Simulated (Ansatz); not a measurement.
The parent structure is BeTe in the zinc blende structure (space group F-43m, No. 216; a = 5.6569 Å).

Computed with r2SCAN (Ansatz, an electronic-structure program), no spin-orbit coupling.

For the base:

- Band gap = 2.38 eV
- Shortest interatomic distance = 2.450 Å
- Electron mass = 2.1 mₑ along k, 0.25 mₑ across (at X)

The change: a negative pressure, −2 GPa.

Predict the new band gap, shortest interatomic distance and electron mass.

The band gap grows by 0.08 eV, from 2.38 eV to 2.46 eV; the shortest interatomic distance increases by 0.0300 Å to 2.479 Å; the electron mass goes from 2.1 mₑ along k, 0.25 mₑ across (at X) to 2.6 mₑ along k, 0.26 mₑ across (at X).

With Te present, leaving out spin-orbit coupling can change the band edges. Load acts through the strain it causes; cell and atoms are relaxed under it. Masses are band curvatures over ±0.01 Å⁻¹ around the edge. Along k means along the line from Γ to the band edge. Stability against distortions was not tested.
